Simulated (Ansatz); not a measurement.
# Mg2Sn, response to strain

Take Mg2Sn (space group Fm-3m, No. 225; a = 6.6638 Å; relaxed with 0.1 eV smearing) as the base. Axes: x, y, z lie along the cube axes.

Strains are applied to the cell and any free atomic positions relax; under biaxial strain the out-of-plane vector relaxes too.

Computed with LDA (Ansatz, a first-principles code, PAW, scalar-relativistic without spin-orbit coupling).

Notes on the quantities. energy relative to the base: free energy F.

| biaxial strain, plane normal [001], relaxed out of plane (%) | energy relative to the base (meV/atom) |
|---|---|
| -3 | 13.3 |
| -2.5 | 9.1 |
| -2 | 5.8 |
| -1.5 | 3.2 |
| -1 | 1.4 |
| -0.5 | ? |
| 0 | 0.0 |

Problem. Fit ΔE = Aε² + Bε³ (ε in %) to the rows shown and predict the withheld row.

Solution. Least squares on the printed values gives A = 1.37 and B = -0.034 meV/atom (largest residual 0.0 meV/atom); this predicts 0.3 meV/atom, and the run gives 0.4 meV/atom, in agreement.

Stability against distortions was not tested.
